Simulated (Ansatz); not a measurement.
Start from BAs in the zinc blende structure (space group F-43m, No. 216; a = 4.784 Å). Axes: x, y, z lie along the cube axes.

All numbers come from DFT with r2SCAN, PAW potentials and a 500 eV plane-wave cutoff in Ansatz (a quantum-chemistry and plane-wave program), spin-orbit coupling left out.

For the base:

The valence-band top at Γ is 0.00, 0.00, 0.00 eV.

It is then changed as follows: the cell is compressed by 1.00 % along z with no lateral relaxation, atoms relaxed at fixed cell.

What happens to the stress, valence-band top at Γ and energy relative to the base?

The stress (xx, yy, zz, yz, xz, xy; compression positive) is (0.70, 0.70, 2.93, 0.00, 0.00, 0.00) GPa; the valence-band top at Γ (three highest levels, from the VBM) goes from 0.00, 0.00, 0.00 eV to 0.00, -0.10, -0.10 eV; the energy increases by 1.2 meV/atom.

The levels and masses belong to the bands next to the band gap. The cells carry an imposed strain or load. No phonon test of stability was made.
